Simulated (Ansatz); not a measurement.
Start from Ag in the hcp (Mg type) structure (space group P6_3/mmc, No. 194; a = 2.860 Å, c = 4.712 Å; relaxed with 0.1 eV smearing).

Level of theory: PBEsol (Ansatz, a quantum-chemistry and plane-wave program), without spin-orbit coupling, earlier PAW set.

Strains are applied to the cell and any free atomic positions relax.

One change was made to it. Results:

The pressure (mean of the normal stresses, compression positive) goes from zero to 34.0 GPa; the energy grows by 0.236 eV/atom.

Task: Name the change that was made.
A) isotropic strain −5.69 %
B) isotropic strain −0.53 %
C) isotropic strain −5.34 %

Result: A, isotropic strain −5.69 %. For comparison, the energy relative to the base in the other runs: isotropic strain −0.53 % gives +1.6 meV/atom; isotropic strain −5.34 % gives +0.204 eV/atom.

Stability against distortions was not tested. This is not the structure that Ag has at room temperature and ambient pressure.
